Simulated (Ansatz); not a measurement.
What biaxial strain −0.98 %, plane normal [001], relaxed out of plane does to PbS

Base system: PbS in the rock salt structure (space group Fm-3m, No. 225; a = 5.903 Å). Axes: x, y, z lie along the cube axes.

Perturbation: compressive biaxial strain of 0.98 % in the plane normal to [001], as in epitaxy on a mismatched substrate; the out-of-plane cell vector and the atoms relax.

All numbers come from PBEsol, PAW, 420 eV (Ansatz, an electronic-structure program; no spin-orbit coupling), earlier PAW set. k-mesh 10×10×10 (Γ-centred); smearing 0.05 eV (Fermi–Dirac).

```csv
quantity,base,changed,shift
volume per atom,25.71 Å³,25.26 Å³,-0.45 Å³
shortest interatomic distance,2.951 Å,2.922 Å,-0.029 Å
energy relative to the base (free energy F),0 meV/atom,+2.6 meV/atom,+2.6 meV/atom
band gap,0.20 eV,0.13 eV,-0.07 eV
gap character,–,direct at N,–
"valley order (the lowest conduction-band minima on the path, energy above the VBM, named in the base's zone)","L along ⟨111⟩ 0.20 eV; a point along ⟨110⟩, about 0.7 Å⁻¹ from Γ 1.15 eV","L along [1-1-1] 0.13 eV; a point along [1-10], about 0.7 Å⁻¹ from Γ 1.09 eV",–
out-of-plane strain,–,+0.21 %,–
ratio −ε⊥/ε∥,–,0.21,–
mean in-plane stress (compression positive),–,+1.7 GPa,–
```

Final structure (turned so that z lies along the plane normal):

```xyz
2
Lattice="4.1330 0.0000 0.0000 0.0000 4.1330 0.0000 2.0665 -2.0665 2.9576" Properties=species:S:1:pos:R:3 pbc="T T T"
S      0.0000     0.0000     0.0000
Pb     2.0665     2.0665     0.0000
```

Spin-orbit coupling, missing from the scalar runs, can matter with Pb. Whether these cells are dynamically stable was not tested. The zero or small gap of PbS can change with the level of theory. k-point labels follow each cell's own Brillouin zone.
